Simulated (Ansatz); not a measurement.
Consider NiO in the rock salt structure (space group Fm-3m, No. 225; ferromagnetic).

```
CELL_PARAMETERS angstrom
      0.00000     2.09432     2.09432
      2.09432     0.00000     2.09432
      2.09432     2.09432     0.00000
ATOMIC_POSITIONS crystal
  O  0.00000 0.00000 0.00000
  Ni 0.50000 0.50000 0.50000
```

Cartesian axes are those of the cell as printed.

All numbers come from r2SCAN, PAW, 500 eV (Ansatz, an electronic-structure program; no spin-orbit coupling).

Now apply this change: uniaxial strain ε_xx = +1.63 %, all other strain components held at zero, atoms relaxed at fixed cell.

Question: Predict the stress tensor and what it implies for the stiffness.

Answer: Stress of the strained cell less that of the base (GPa, compression positive):
```
   -5.7     0.0     0.0
    0.0    -2.0     0.0
    0.0     0.0    -2.0
```

Then −Δσ_ii/ε with ε = 0.0163 gives secant stiffness values (nonlinear terms included at this strain): C11 ≈ 348 GPa, C12 ≈ 125 GPa and C13 ≈ 125 GPa.

No phonon test of stability was made. No Hubbard U is applied and the magnetic state is the run's own (NiO ferromagnetic); other magnetic orders, which need larger cells, were not tried and can change the gap. In its common phase, real NiO is an antiferromagnetic insulator at low temperature.
